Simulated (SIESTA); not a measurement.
Worked example: self-consistent single point of H₄BrN (P-43m, 6 atoms in the cell) in SIESTA

Method of the run: LDA PW92, numerical atomic orbitals DZP, PseudoDojo LDA standard norm-conserving potentials (rewritten from UPF to PSML) run with SIESTA.

This input was run:

```
# files in the folder: H.psml Br.psml N.psml (PseudoDojo LDA standard)
SystemName  H4BrN
SystemLabel h4brn

NumberOfAtoms                6
NumberOfSpecies              3
%block ChemicalSpeciesLabel
  1 1 H
  2 35 Br
  3 7 N
%endblock ChemicalSpeciesLabel
LatticeConstant              4.012100 Ang
%block LatticeVectors
     1.000000000    0.000000000    0.000000000
     0.000000000    1.000000000    0.000000000
     0.000000000    0.000000000    1.000000000
%endblock LatticeVectors
AtomicCoordinatesFormat      Ang
%block AtomicCoordinatesAndAtomicSpecies
     0.598645441    0.598645441    3.413454559  1
     0.598645441    3.413454559    0.598645441  1
     3.413454559    3.413454559    3.413454559  1
     3.413454559    0.598645441    0.598645441  1
     2.006050000    2.006050000    2.006050000  2
     0.000000000    0.000000000    0.000000000  3
%endblock AtomicCoordinatesAndAtomicSpecies

XC.functional                LDA
XC.authors                   PW92
PAO.BasisSize                DZP
PAO.EnergyShift              0.01 Ry
MeshCutoff                   350 Ry
%block kgrid.MonkhorstPack
    5   0   0  0.0
    0   5   0  0.0
    0   0   5  0.0
%endblock kgrid.MonkhorstPack
OccupationFunction           FD
ElectronicTemperature        10 K

MaxSCFIterations             150
SCF.Mixer.Method             Pulay
SCF.Mixer.Weight             0.1
SCF.Mixer.History            6
SCF.DM.Tolerance             1.0E-05
Diag.ParallelOverK           true
WriteForces                  true
```

The program printed (abridged):

```
reinit: Reading from file input.fdf

reinit: System Name: H4BrN
reinit: System Label: h4brn

coor:   Atomic-coordinates input format  =     Cartesian coordinates
coor:                                          (in Angstroms)

siesta: Atomic coordinates (Bohr) and species
siesta:      1.13128   1.13128   6.45049  1        1
siesta:      1.13128   6.45049   1.13128  1        2
siesta:      6.45049   6.45049   6.45049  1        3
siesta:      6.45049   1.13128   1.13128  1        4
siesta:      3.79089   3.79089   3.79089  2        5
siesta:      0.00000   0.00000   0.00000  3        6

siesta: System type = bulk

initatomlists: Number of atoms, orbitals, and projectors:      6    46    46

siesta: ******************** Simulation parameters ****************************
redata: Spin configuration                          = none
redata: Time-Reversal Symmetry                      = T
redata: Number of Atomic Species                    =        3
redata: Mesh Cutoff                                 =   350.0000 Ry
redata: Net charge of the system                    =     0.0000 |e|
redata: Min. number of SCF Iter                     =        0
redata: Max. number of SCF Iter                     =      150
redata: SCF convergence failure will abort job
redata: SCF mix quantity                            = Hamiltonian
redata: Mix DM or H after convergence               =   F
redata: Recompute H after scf cycle                 =   F
redata: Mix DM in first SCF step                    =   T
redata: No kicks to SCF
redata: DM Mixing Weight for Kicks                  =     0.5000
redata: Require Harris convergence for SCF          =   F
redata: Harris energy tolerance for SCF             =     0.000100 eV
redata: Require DM convergence for SCF              =   T
redata: DM tolerance for SCF                        =     0.000010
redata: Require EDM convergence for SCF             =   F
redata: EDM tolerance for SCF                       =     0.001000 eV
redata: Require H convergence for SCF               =   T
redata: Hamiltonian tolerance for SCF               =     0.001000 eV
redata: Require (free) Energy convergence for SCF   =   F
redata: (free) Energy tolerance for SCF             =     0.000100 eV
redata: Using DFT-D3 dispersion                     =   F
redata: Using Saved Data (generic)                  =   F
redata: Method of Calculation                       = Diagonalization
redata: Electronic Temperature                      =    10.0000 K
redata: Number of TDED substeps                     =        3
redata: Dynamics option                             = Single-point calculation
redata: Save all siesta data in one NC              =   F
redata: ***********************************************************************

%block SCF.Mixers
  Pulay
%endblock SCF.Mixers

%block SCF.Mixer.Pulay
  # Mixing method
  method pulay
  variant stable

  # Mixing options
  weight 0.1000
  weight.linear 0.1000
  history 6
%endblock SCF.Mixer.Pulay

DM_history_depth set to one: no extrapolation allowed by default for geometry relaxation
Size of DM history Fstack: 1
Total number of electrons:    16.000000
Total ionic charge:    16.000000

* ProcessorY, Blocksize:    1  47

* Orbital distribution balance (max,min):    46    46

 Kpoints in:           75 . Kpoints trimmed:           63

siesta: k-grid: Number of k-points = 63
siesta: k-points from Monkhorst-Pack grid
siesta: k-cutoff (effective) =    10.030 Ang
siesta: k-point supercell and displacements
siesta: k-grid:     5     0     0      0.000
siesta: k-grid:     0     5     0      0.000
siesta: k-grid:     0     0     5      0.000

diag: Algorithm                                     = D&C
diag: Parallel over k                               =   F
diag: Use parallel 2D distribution                  =   F
diag: Parallel block-size                           = 47
diag: Parallel distribution                         =     1 x     1
diag: Used triangular part                          = Lower
diag: Absolute tolerance                            =  0.100E-15
diag: Orthogonalization factor                      =  0.100E-05
diag: Memory factor                                 =  1.0000

superc: Internal auxiliary supercell:     5 x     5 x     5  =     125
superc: Number of atoms, orbitals, and projectors:    750   5750   5750

                        Single-point calculation

superc: Internal auxiliary supercell:     5 x     5 x     5  =     125
superc: Number of atoms, orbitals, and projectors:    750   5750   5750

outcell: Unit cell vectors (Ang):
        4.012100    0.000000    0.000000
        0.000000    4.012100    0.000000
        0.000000    0.000000    4.012100

outcell: Cell vector modules (Ang)   :    4.012100    4.012100    4.012100
outcell: Cell angles (23,13,12) (deg):     90.0000     90.0000     90.0000
outcell: Cell volume (Ang**3)        :     64.5826
new_DM -- step:     1
Initializing Density Matrix...

Attempting to read DM from file... Failed...
DM filled with atomic data:

InitMesh: MESH = 48 x 48 x 48 = 110592
InitMesh: Mesh cutoff (required, used) =   350.000   395.586 Ry

stepf: Fermi-Dirac step function

        iscf     Eharris(eV)        E_KS(eV)     FreeEng(eV)     dDmax    Ef(eV) dHmax(eV)
   scf:    1     -781.361499     -775.793946     -775.793946  1.977559 -3.960585  4.954784
   scf:    2     -776.317618     -776.068073     -776.068073  0.023584 -3.662089  3.706942
   scf:    3     -776.540710     -776.413326     -776.413326  0.067675 -2.787213  0.391204
   scf:    4     -776.421771     -776.419882     -776.419882  0.020689 -2.768008  0.182492
   scf:    5     -776.417753     -776.418902     -776.418902  0.001710 -2.791703  0.285375
   scf:    6     -776.421387     -776.420667     -776.420667  0.007074 -2.690276  0.015413
   scf:    7     -776.420657     -776.420664     -776.420664  0.001290 -2.691371  0.014212
   scf:    8     -776.420677     -776.420674     -776.420674  0.000456 -2.694915  0.000680
   scf:    9     -776.420674     -776.420674     -776.420674  0.000025 -2.694647  0.000590
   scf:   10     -776.420674     -776.420674     -776.420674  0.000022 -2.694715  0.000001
   scf:   11     -776.420674     -776.420674     -776.420674  0.000000 -2.694715  0.000001

SCF Convergence by DM+H criterion
max |DM_out - DM_in|         :     0.0000000092
max |H_out - H_in|      (eV) :     0.0000008596
SCF cycle converged after 11 iterations

Using DM_out to compute the final energy and forces

siesta: E_KS(eV) =             -776.4207

siesta: E_KS - E_eggbox =      -776.4207

siesta: Atomic forces (eV/Ang):
     1    0.610859    0.610859   -0.610859
     2    0.610859   -0.610859    0.610859
     3   -0.610859   -0.610859   -0.610859
     4   -0.610859    0.610859    0.610859
     5   -0.000000   -0.000000   -0.000000
     6    0.000000    0.000000   -0.000000
   Tot    0.000000    0.000000    0.000000
   Max    0.610859
   Res    0.498764    sqrt( Sum f_i^2 / 3N )
   Max    0.610859    constrained

Stress tensor Voigt[x,y,z,yz,xz,xy] (kbar):        7.99        7.99        7.99       -0.00        0.00        0.00
(Free)E + p*V (eV/cell)     -776.7429
Target enthalpy (eV/cell)     -776.4207

siesta: Program's energy decomposition (eV):
siesta: Ebs     =      -207.725931
siesta: Eions   =      1310.140636
siesta: Ena     =       404.235487
siesta: Ekin    =       373.035990
siesta: Enl     =        23.794491
siesta: Eso     =         0.000000
siesta: Edftu   =         0.000000
siesta: DEna    =        -7.595319
siesta: DUscf   =         0.851374
siesta: DUext   =         0.000000
siesta: Ex      =      -230.127693
siesta: Ec      =       -30.474369
siesta: Exc     =      -260.602062
siesta: Eharris =      -776.420674
siesta: Etot    =      -776.420674
siesta: FreeEng =      -776.420674

siesta: Atomic forces (eV/Ang):
siesta:      1    0.610859    0.610859   -0.610859
siesta:      2    0.610859   -0.610859    0.610859
siesta:      3   -0.610859   -0.610859   -0.610859
siesta:      4   -0.610859    0.610859    0.610859
siesta:      5   -0.000000   -0.000000   -0.000000
siesta:      6    0.000000    0.000000   -0.000000
siesta: ----------------------------------------
siesta:    Tot    0.000000    0.000000    0.000000

siesta: Stress tensor (static) (eV/Ang**3):
siesta:     0.004989    0.000000    0.000000
siesta:     0.000000    0.004989   -0.000000
siesta:     0.000000   -0.000000    0.004989

siesta: Cell volume =         64.582559 Ang**3

siesta: Pressure (static):
siesta:                Solid            Molecule  Units
siesta:          -0.00005434          0.00052561  Ry/Bohr**3
siesta:          -0.00498882          0.04825934  eV/Ang**3
siesta:          -7.99297033         77.31999198  kBar
```

The run converged in 11 iterations.

The starting cell comes from a database of computed structures (which also holds hypothetical and non-ambient phases and stackings), without a prior relaxation at this level. Its lattice was rescaled by up to half a per cent. Values carry the incompleteness of an atom-centred basis. Forces in this geometry exceed 1 eV/Å.
